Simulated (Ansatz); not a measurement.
Reference: RbCaH3 (Pm-3m), PBEsol, rigid bands (plane waves, PAW, scalar-relativistic; Ansatz, a quantum-chemistry and plane-wave program); axes and stresses refer to this cell.

```yaml
crystal:
  lattice:
    - [4.47166, 0.00000, 0.00000]
    - [0.00000, 4.47166, 0.00000]
    - [0.00000, 0.00000, 4.47166]
  atoms:
    - { symbol: Rb, position: [0.00000, 0.00000, 0.00000] }
    - { symbol: Ca, position: [0.50000, 0.50000, 0.50000] }
    - { symbol: H, position: [0.50000, 0.00000, 0.50000] }
    - { symbol: H, position: [0.00000, 0.50000, 0.50000] }
    - { symbol: H, position: [0.50000, 0.50000, 0.00000] }
```

* **Seebeck coefficient, p-type 1e19 cm⁻³**: 538 μV/K
* **Seebeck coefficient, n-type 1e19 cm⁻³**: -302 μV/K
* **band gap**: 3.05 eV

**Question.** Change: functional r2SCAN on the same cell. What happens to Seebeck coefficient, p-type 1e19 cm⁻³, Seebeck coefficient, n-type 1e19 cm⁻³, band gap?

**Answer.** Seebeck coefficient, p-type 1e19 cm⁻³ moves little, to 547 μV/K; Seebeck coefficient, n-type 1e19 cm⁻³ moves little, to -307 μV/K; band gap goes up to 3.75 eV.

Seebeck coefficients are for the stated density at 300 K, with one relaxation time for all states and whether or not that doping can be reached. Spin-orbit coupling is left out unless a row names it. 

Formula and space group known from diffraction (Crystallography Open Database), not checked to be the room-temperature form: RbCaH3 (Pm-3m).
